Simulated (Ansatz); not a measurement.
How the band gap of HgCdSe2 (P-4m2, No. 115, 4 atoms in the cell; start mp-1226729) moves with the method

No measured value is used here.

```csv
level (code),value (eV)
HSE06 (Ansatz),0.65
PBE0 (Ansatz),1.21
r²SCAN0 (Ansatz),1.44
```

Computed values are for a static lattice. Levels without +SOC have no spin–orbit coupling; where heavier elements are present it shifts gaps, mostly down, and can invert bands.  Values are at the PBEsol cell. Cutoffs differ between the levels. Ansatz's density-functional and Hartree–Fock values are scalar-relativistic unless marked +SOC, with PAW data made under PBE.

A start named mp-… is a Materials Project structure, which need not be a measured phase.

Ansatz is a quantum-chemistry and plane-wave program.
